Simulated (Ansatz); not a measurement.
The starting structures come from a database of crystals and need not be the phases stable at ambient conditions.

 Where the default PAW files enter, the runs use the earlier of Ansatz's two default sets.

By PBEsol, the system below comes out a metal.

Without scattering a metal conducts by its projected Fermi surface.

Given:

```xyz
2
Lattice="3.0994 0.0000 0.0000 0.0000 3.9064 0.0000 0.0000 1.9532 1.9387" Properties=species:S:1:pos:R:3 pbc="T T T"
Al     0.0000     0.0000     0.0000
Ni     1.5497     3.9064     1.9387
```

Space group of this cell: Cmmm. The cell is taken as given.

The current flows along the normal of the first two printed cell vectors. No spin-orbit coupling; the value is a mean over 0.1 eV about the Fermi level.

Estimate the ballistic conductance per area that PBEsol in Ansatz (a quantum-chemistry and plane-wave program) returns for this system.

1.0 × 10¹⁵ S/m² for both spins.
